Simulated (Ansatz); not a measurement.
## NH3 on the 1x1 (10-10) surface of wurtzite ZnO (cut with top plane O + Zn), one in a 2x1 cell, started at the site 'over O at depth 0.9 Å'

Host crystal: wurtzite ZnO, with a band gap (PBE, scalar-relativistic without spin-orbit coupling).

Calculation: HSE06, at the PBE geometry (plane waves to 420 eV, PAW; Ansatz, an electronic-structure program).

Model: 36-atom slab, 9.4 Å thick at the start under the adsorbate (thin: gaps and levels are the slab's own), 3x3x1 mesh, Fermi-Dirac 0.01 eV, dipole correction, single point; no symmetry held, on the structure that PBE left; no spin, no spin-orbit, no U, no dispersion correction. At the end it is bonded to Zn. In PBE it is, or lies within 0.03 eV of, the lowest of the starts that converged; the order may differ at this level.

```json
{
 "adsorption energy against NH3(g) at the same level": "-1.05 eV",
 "change_of_the_step_from_the_bottom_to_the_top_vacuum_level_against_the_clean_slab": "-2.10 eV",
 "height of the binding atom over the mean of the host atoms within 0.3 Å of the top one": "1.697 Å",
 "nearest_host_atoms_of_the_binding_atom": "Zn at 2.09 Å, O at 2.74 Å, O at 3.15 Å",
 "note": "in the relaxation the adsorbate left its starting site by 1.7 Å",
 "cost": "very roughly 2.5 core-hours"
}
```

A negative adsorption energy means that the adsorbate is more stable on the surface than in its reference.
